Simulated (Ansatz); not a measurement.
Ansatz (a program for electronic structure) run on TiO₂ (I4_1/amd, 6 atoms in the cell): zone-centre phonon calculation.

Method of the run: LDA (PW92), default PAW files made with PBE (plane waves; Ansatz).

```yaml
crystal:
  lattice:
    - [-1.88304, 1.88304, 4.73123]
    - [1.88304, -1.88304, 4.73123]
    - [1.88304, 1.88304, -4.73123]
  atoms:
    - { symbol: Ti, position: [0.75000, 0.25000, 0.50000] }
    - { symbol: Ti, position: [0.00000, 0.00000, 0.00000] }
    - { symbol: O, position: [0.54200, 0.04200, 0.50000] }
    - { symbol: O, position: [0.79200, 0.79200, 0.00000] }
    - { symbol: O, position: [0.20800, 0.20800, 0.00000] }
    - { symbol: O, position: [0.95800, 0.45800, 0.50000] }
```

Reference input (self-consistent single point, DFT, LDA (PW92), plane waves, default PAW files made with PBE): basis.ecutwfc = 420 eV; kpoints.mp_grid.grid = 9 9 9; hamiltonian.xc = lda; hamiltonian.pseudopotentials = {kind: paw} (the program's default PAW files); scf.occupations.method = fermi_dirac; scf.occupations.width = 0.02 eV. This run's input differs from it in these lines:

Ansatz 0.2 input:
```diff
@@ -17,3 +17,3 @@
   mp_grid:
-    grid: [9, 9, 9]
+    grid: [6, 6, 6]
 hamiltonian:
@@ -24,8 +24,7 @@
   occupations:
-    method: fermi_dirac
-    width: 0.02
-output:
-  forces: true
-  eigenvalues: true
-  stress: true
+    method: fixed
+phonons:
+  method: dfpt
+  dielectric: true
+  rigid_motions: translations
```

Output, abridged:

```
SCF iter   1: F=—  HF=-7130.503956 eV  |F-HF|=—  |Δ(HF+E_count)|=         —  Δρ=1.93e-2  dr2=2.21e-1  ethr=1.77e-3  ⟨swp⟩=3.8  Hψ=12485  notcnv=0  defer=232
all-band conjugate gradients solve this SCF's bands
preconditioner: auto → none
SCF iter   2: F=—  HF=-7130.518651 eV  |F-HF|=—  |Δ(HF+E_count)|=   1.47e-2  Δρ=2.28e-2  dr2=3.23e-1  ethr=4.60e-4  ⟨swp⟩=2.0  Hψ=6316  notcnv=0  defer=386
SCF iter   3: F=—  HF=-7130.454922 eV  |F-HF|=—  |Δ(HF+E_count)|=   6.37e-2  Δρ=3.33e-3  dr2=3.62e-3  ethr=4.60e-4  ⟨swp⟩=2.0  Hψ=4822  notcnv=0  defer=368
   [... lines left out ...]
SCF iter   5: F=—  HF=-7130.454044 eV  |F-HF|=—  |Δ(HF+E_count)|=   3.48e-5  Δρ=3.12e-4  dr2=7.11e-5  ethr=4.12e-7  ⟨swp⟩=2.5  Hψ=5563  notcnv=0  defer=448
SCF iter   6: F=—  HF=-7130.454026 eV  |F-HF|=—  |Δ(HF+E_count)|=   1.75e-5  Δρ=4.12e-5  dr2=9.76e-7  ethr=1.48e-7  ⟨swp⟩=2.2  Hψ=4568  notcnv=0  defer=202
SCF iter   7: F=—  HF=-7130.454029 eV  |F-HF|=—  |Δ(HF+E_count)|=   2.97e-6  Δρ=2.80e-6  dr2=1.38e-9  ethr=2.03e-9  ⟨swp⟩=2.4  Hψ=5734  notcnv=0  defer=186
SCF iter   8: F=-7130.454029 eV  HF=-7130.454029 eV  |F-HF|=2.18e-11  |Δ(HF+E_count)|=  2.69e-10  Δρ=4.15e-7  dr2=5.85e-11  ethr=1.00e-12  ⟨swp⟩=12.5  Hψ=20288  notcnv=0
SCF 1 converged in 8 iterations: F = -7130.454029 eV  dr2 = 5.85e-11
DFPT response loops at Γ: preconditioner auto → Resta (q_TF=auto, 2.580 Å⁻¹)  ε∞=5.4 (no band partly filled) …
── the response to a field inside a basis, on 6×6×6 k-points: an SCF that follows is theirs, and a resumed run solves both again ──
Crystal: 6 atoms, lattice volume = 67.105 Å³
Bands: 25, of which v1, the nominal top of the filled ones, is band 24 counted from 1 (23 counted from 0)
k-points: 28 of 216
Initial density: handed on by an earlier stage of this run
Initial wavefunctions: pseudopotential atomic-orbital guess (no wavefunctions were taken with the density)
Eigensolver: Dense (28 Hₖ)
   [... lines left out ...]
WARN: field response: ε∞ stands inside a basis, on 6×6×6 points …
Free energy (F): -7130.454029 eV
Fermi energy:    7.104899 eV
   [... lines left out ...]
        133.67      2             0.0000
        173.36      2             0.0000
        226.58      1            77.4935
   [... 9 lines left out ...]
  optical modes at Γ + LO–TO along q̂ = [0.0000, 0.0000, 1.0000]:
      ω (cm⁻¹)  modes    IR ((D/Å)²/amu)
        133.67      2             0.0000
        173.36      2             0.0000
        226.58      2           154.9870
   [... 7 lines left out ...]
```

The run converged in 13 iterations. 

Summary of the result:
- Free energy E − TS (on the zero of these files) = -7130.4540 eV
- Top of the valence band (on the code's own zero) = 7.10 eV
- Gap on the k-point mesh = 2.10 eV
- Zone-centre frequencies (cm⁻¹; negative means imaginary) = 0, 0, 0, 134, 134, 173, 173, 227, 227, 340, 379, 416, 416, 496, 522, 547, 615, 615
- ε∞ at this k-point mesh, which may be far from converged in small-gap cells (xx, yy, zz) = 6.89, 6.89, 6.33
- Born charges at this mesh (mean of the diagonal, e) = Ti 6.28, Ti 6.28, O -3.14, O -3.14, O -3.14, O -3.14

The starting cell has typed, rounded lattice constants, without a prior relaxation at this level. Its lattice was rescaled by up to half a per cent. The frequencies listed for the zone centre hold no LO-TO term.

Cost on one core of a shared machine: roughly 3 min.
